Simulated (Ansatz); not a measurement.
# What Cs → La does to CsSnI3

Base system: CsSnI3 in the cubic perovskite structure (space group Pm-3m, No. 221; a = 6.224 Å).

Perturbation: La takes the place of Cs on all its sites; the structure is relaxed again.

Method: DFT with r2SCAN, PAW potentials and a 500 eV plane-wave cutoff in Ansatz (a program for electronic structure), no spin-orbit coupling. k-mesh 8×8×8 (Γ-centred); smearing 0.05 eV (Fermi–Dirac), for the changed cell.

The density rises by 0.478 g/cm³ (4.36 g/cm³ → 4.83 g/cm³) and the space group remains Pm-3m (No. 221). The shortest interatomic distance drops by 0.097 Å (3.112 Å → 3.015 Å) and the band gap goes from 0.46 eV to zero.

Final structure:

```
LaSnI3
1.0
    6.03021     0.00000     0.00000
    0.00000     6.03021     0.00000
    0.00000     0.00000     6.03021
La Sn I
1 1 3
Direct
  0.00000   0.00000   0.00000
  0.50000   0.50000   0.50000
  0.00000   0.50000   0.50000
  0.50000   0.50000   0.00000
  0.50000   0.00000   0.50000
```

With I present, leaving out spin-orbit coupling can change the band edges. No phonon test of stability was made. As relaxed here, LaSnI3 is a hypothetical phase, not in the database extracts checked. The final runs are not spin-polarised. Many cubic perovskites are stable only at high temperature; tilts and polar distortions were not tested.
